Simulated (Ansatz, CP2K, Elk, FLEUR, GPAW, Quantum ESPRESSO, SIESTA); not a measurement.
CdS (F-43m, 2 atoms in the cell) computed with different codes at matched settings

Self-consistent single point.

```xyz
2
Lattice="0.0000 2.8835 2.8835 2.8835 0.0000 2.8835 2.8835 2.8835 0.0000" Properties=species:S:1:pos:R:3 pbc="T T T"
Cd     0.0000     0.0000     0.0000
S      1.4418     1.4418     1.4418
```

Shared settings, as Ansatz (a program for electronic structure) writes them: kpoints.mp_grid.grid = 10 10 10; scf.occupations.method = fixed. Potentials and cutoffs stand in the table.

| code | model | pressure (GPa) | gap on the mesh (eV) | cutoff |
|---|---|---|---|---|
| Elk | LDA (PW92), all-electron FP-LAPW, Elk's shipped species files, APW+lo basis with extra local orbitals | – | 0.930 | rgkmax 7.5 |
| Ansatz | LDA (PW92), default PAW files made with PBE | -0.38 | 0.936 | 420 eV |
| FLEUR | LDA (Perdew-Zunger), all-electron FLAPW (FLEUR), scalar-relativistic valence | – | 0.937 | Kmax 4.7 1/bohr |
| Quantum ESPRESSO | LDA (PZ), GBRV 1.5 ultrasoft (LDA) pseudopotentials | -0.20 | 0.901 | 40 Ry |
| SIESTA | LDA PW92, numerical atomic orbitals DZP, PseudoDojo LDA standard norm-conserving potentials (rewritten from UPF to PSML) | -0.64 | 1.247 | grid 350 Ry |
| GPAW | LDA (Perdew-Wang 92), GPAW PAW datasets LDA (gpaw-data 1.0.1) | -0.68 | 0.917 | 550 eV |
| CP2K | LDA (Pade form), GPW, DZVP-MOLOPT-PBE-GTH basis, GTH-PBE potentials (POTENTIAL_UZH) | 1.68 | 0.917 | grid 500 Ry |

A dash marks a value that a program does not give, or that is left out as unsure.

Gaps are read on the mesh.

The spread over the programs that give each value: pressure within 2.36 GPa; gap on the mesh within 0.346 eV.

SIESTA and CP2K use small atom-centred bases, whose incompleteness enters pressures, forces and empty levels differently from a plane-wave cutoff. Elk and FLEUR treat all electrons, but the usual bases taken here (sphere radii, linearisation, local orbitals, empty states) were not tested for convergence, so the values are no reference for the others. Ansatz's pressure is given at a fixed set of plane waves, as the other plane-wave codes print theirs. The same LDA comes in different parametrisations, which differ slightly. In the pressure, CP2K (by 2.06) lies more than 1 GPa from the median of the plane-wave programs. In the gap, SIESTA (by 0.329) lies more than 0.12 eV from the median of the plane-wave programs.

The starting cell comes from a database of computed structures (which also holds hypothetical and non-ambient phases and stackings), without a prior relaxation at this level. Its lattice was rescaled by a random factor within 2.5 % of one.

Keys are those of Ansatz 0.2.
